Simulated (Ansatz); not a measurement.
**Step by step: formation energy of CoSi2 (Fm-3m) from the elements**

Subject: the formation energy of CoSi2 (Fm-3m) from the elements. Reaction: Co (hcp) + 2 Si (diamond) → CoSi2 (Fm-3m). Negative: the products are lower in energy. The value is per atom of the solid.

CoSi2 (Fm-3m), 3 atoms in the cell; spin state with PBE: no moments. Conventional cell: a = 5.3595 Å, b = 5.3595 Å, c = 5.3595 Å, α = 90.00°, β = 90.00°, γ = 90.00°.

Co (hcp, P6₃/mmc), 2 atoms in the cell; spin state with PBE: parallel moments, net moment 3.2 μB a cell.

Method: Ansatz (a quantum-chemistry and plane-wave program), PAW, neutral cells at 0 K with nuclei at rest, on structures from PBE. Ansatz runs with its default PAW set. Other levels take these structures. The lattices are those relaxed with PBE, so at other levels the solids can be strained. A dispersion term (D3(BJ), or D4 for r2SCAN) was computed beside these levels and is taken off wherever the name lacks it. No search over spin orders was made beyond those shown. The state moves with the level: Co (hcp) has a net moment of 3.5 μB with r2SCAN and 3.2 μB with PBE.

Total energies of the cells in eV, at zero smearing width. They compare only within one column; the weights balance every element.

```csv
cell,atoms,weight,r2SCAN
CoSi2 (Fm-3m),3,+2,-6410.87949
Co (hcp),2,−1,-10263.04574
Si (diamond),2,−2,-1278.13039
```

r2SCAN: 2 × (-6410.87949) − (-10263.04574) − 2 × (-1278.13039) = -2.452 eV; dividing by 6 atoms gives -0.41 eV/atom.

What follows from the r2SCAN value: A formula unit of CoSi2 has 3 atoms, so it forms with -0.4087 × 3 = -1.226 eV, or -118.3 kJ/mol at 96.485 kJ/mol per eV.
